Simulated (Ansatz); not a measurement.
Base system: Pt in the fcc (Cu type) structure (space group Fm-3m, No. 225; relaxed with 0.1 eV smearing).

```
CELL_PARAMETERS angstrom
      0.00000     1.95989     1.95989
      1.95989     0.00000     1.95989
      1.95989     1.95989     0.00000
ATOMIC_POSITIONS crystal
  Pt 0.00000 0.00000 0.00000
```

All numbers come from plane-wave PAW DFT at the PBEsol level (Ansatz, a program for electronic structure, 420 eV), scalar-relativistic without spin-orbit coupling.

Strains are applied to the cell and any free atomic positions relax.

One change was made to it. Results:

```tsv
quantity	base	after
energy relative to the base (free energy F)	0 meV/atom	+124 meV/atom
pressure	0.0 GPa	33.3 GPa
```

### Question
Name the change that was made.
A) isotropic strain −3.00 %
B) isotropic strain +1.00 %
C) isotropic strain −0.50 %

### Answer
A, isotropic strain −3.00 %. For comparison, the energy relative to the base in the other runs: isotropic strain −0.50 % gives +3.1 meV/atom; isotropic strain +1.00 % gives +12 meV/atom.

No phonon test of stability was made. All final runs are without spin polarisation. Pt lies near a magnetic instability that expansion can trigger; it was not tested.
